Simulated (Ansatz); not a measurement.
**Effect of uniaxial strain ε_zz = +3.00 % on Pd**

Base system: Pd in the fcc (Cu type) structure (space group Fm-3m, No. 225; a = 3.8414 Å; relaxed with 0.1 eV smearing). Axes: x, y, z lie along the cube axes.

Modification: uniaxial strain ε_zz = +3.00 %, all other strain components held at zero; the atoms relax in the strained cell.

Level of theory: LDA, PAW, 420 eV (Ansatz, a quantum-chemistry and plane-wave program; no spin-orbit coupling). k-mesh 29×29×29 (Γ-centred); smearing 0.1 eV (Fermi–Dirac).

Volume per atom: 14.60 Å³ (base 14.17 Å³)
Space group: I4/mmm (No. 139) (base Fm-3m (No. 225))
Shortest interatomic distance: 2.716 Å (base 2.716 Å)
Energy relative to the base (free energy F): +10 meV/atom
Pressure (mean of the normal stresses, compression positive): -6.1 GPa (base 0.0 GPa)
Band gap: zero (base zero)
Stress (xx, yy, zz, yz, xz, xy; compression positive): (-5.4, -5.4, -7.5, 0.0, 0.0, 0.0) GPa

Final structure:

```
Pd
1.0
    0.00000     1.92070     1.97832
    1.92070     0.00000     1.97832
    1.92070     1.92070     0.00000
Pd
1
Direct
  0.00000   0.00000   0.00000
```

Whether these cells are dynamically stable was not tested. All final runs are without spin polarisation. Pd lies near a magnetic instability that expansion can trigger; it was not tested.
